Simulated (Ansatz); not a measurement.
The parent structure is NbAs (space group I4_1md, No. 109).

```xyz
4
Lattice="-1.7290 1.7290 5.8822 1.7290 -1.7290 5.8822 1.7290 1.7290 -5.8822" Properties=species:S:1:pos:R:3 pbc="T T T"
Nb     0.0000     0.0000    11.7539
Nb     0.0000     1.7290     2.9306
As     0.0000     0.0000     4.9044
As     1.7290     0.0000     1.9633
```

Method: Ansatz (a first-principles code) r2SCAN, spin-orbit coupling left out.

Base values:

The lattice parameter a is 3.458 Å.

Modification: P takes the place of As on all its sites; the structure is relaxed again.

Problem. How does this affect the lattice parameter a?

Solution. The lattice parameter a decreases by 0.118 Å (3.458 Å → 3.340 Å).

Whether these cells are dynamically stable was not tested. The final runs are not spin-polarised.
